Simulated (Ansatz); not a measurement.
A set of related cells and their density of states at the Fermi level.

Cell A: TiSi2 (Fddd), 6 atoms in the cell; spin state with PBE: run without spin, k-point mesh 10×10×10 on the run's own vectors.
```
CELL_PARAMETERS angstrom
      2.40357     4.13506     0.00000
      2.40357    -4.13506     0.00000
     -2.40357     0.00000    -4.28025
ATOMIC_POSITIONS crystal
  Ti 0.50000 0.50000 0.00000
  Ti 0.75000 0.25000 0.50000
  Si 0.83697 0.16303 0.00000
  Si 0.16303 0.83697 0.00000
  Si 0.41303 0.58697 0.50000
  Si 0.08697 0.91303 0.50000
```

Cell B: ZrSi2 (Cmcm), 6 atoms in the cell; this is a cell whose start was taken from, or built on, an entry of a structure database, and that this text hasn't matched to a measured one, k-point mesh 10×10×10 on the run's own vectors.
```xyz
6
Lattice="0.0000 0.0000 3.6794 -3.7044 0.0000 0.0000 1.8522 -7.3965 0.0000" Properties=species:S:1:pos:R:3 pbc="T T T"
Zr    -1.8522    -5.8379     2.7596
Zr     0.0000    -1.5586     0.9199
Si     0.0000    -6.6115     0.9199
Si    -1.8522    -0.7851     2.7596
Si     0.0000    -3.7026     2.7596
Si    -1.8522    -3.6940     0.9199
```

Cell C: TaSi2 (P6₂22), 9 atoms in the cell, k-point mesh 12×12×6 on the run's own vectors.
```yaml
crystal:
  lattice:
    - [4.80640, 0.00000, 0.00000]
    - [-2.40320, 4.16247, 0.00000]
    - [0.00000, 0.00000, 6.59891]
  atoms:
    - { symbol: Ta, position: [0.00000, 0.50000, 0.16667] }
    - { symbol: Ta, position: [0.50000, 0.00000, 0.50000] }
    - { symbol: Ta, position: [0.50000, 0.50000, 0.83333] }
    - { symbol: Si, position: [0.84104, 0.68208, 0.50000] }
    - { symbol: Si, position: [0.15896, 0.84104, 0.83333] }
    - { symbol: Si, position: [0.31792, 0.15896, 0.16667] }
    - { symbol: Si, position: [0.15896, 0.31792, 0.50000] }
    - { symbol: Si, position: [0.84104, 0.15896, 0.83333] }
    - { symbol: Si, position: [0.68208, 0.84104, 0.16667] }
```

Cell D: WSi2 (I4/mmm), 3 atoms in the cell; spin state with PBE: run without spin, k-point mesh 12×12×12 on the run's own vectors.
```yaml
crystal:
  lattice:
    - [3.22897, 0.00000, 0.00000]
    - [0.00000, 3.22897, 0.00000]
    - [-1.61449, -1.61449, 3.93468]
  atoms:
    - { symbol: Si, position: [0.33447, 0.33447, 0.66894] }
    - { symbol: Si, position: [0.66553, 0.66553, 0.33106] }
    - { symbol: W, position: [0.00000, 0.00000, 0.00000] }
```

Cell E: CoSi2 (Fm-3m), 3 atoms in the cell; spin state with PBE: no moments, k-point mesh 12×12×12 on the run's own vectors.
```
CELL_PARAMETERS angstrom
      0.00000     2.68019     2.68019
      2.68019     0.00000     2.68019
      2.68019     2.68019     0.00000
ATOMIC_POSITIONS crystal
  Co 0.00000 0.00000 0.00000
  Si 0.75000 0.75000 0.75000
  Si 0.25000 0.25000 0.25000
```

Plane-wave PAW calculations with Ansatz (a program for electronic structure), its PAW set soft_1, cutoff 500 eV. The structures are at rest with PBE; other levels are single points on them. Neutral cells; Fermi-Dirac smearing of at most 0.05 eV in the solids, energies taken to zero width. The lattices are those relaxed with PBE, so at other levels the solids can be strained. The structures are the rest points that the relaxations reached, not proven lowest. The runs are scalar-relativistic, without spin-orbit coupling. A dispersion term ran beside these levels; it doesn't touch the electrons. Both spins, broadened by a Gaussian of 0.2 eV on the run's mesh.

**Question.** Give the density of states at the Fermi level (states/eV per atom) at the level r2SCAN, cell by cell.

**Answer.** 
```tsv
system	r2SCAN
A	0.34
B	0.22
C	0.33
D	0.09
E	0.34
```

With r2SCAN the value is lowest for D and highest for A and E.
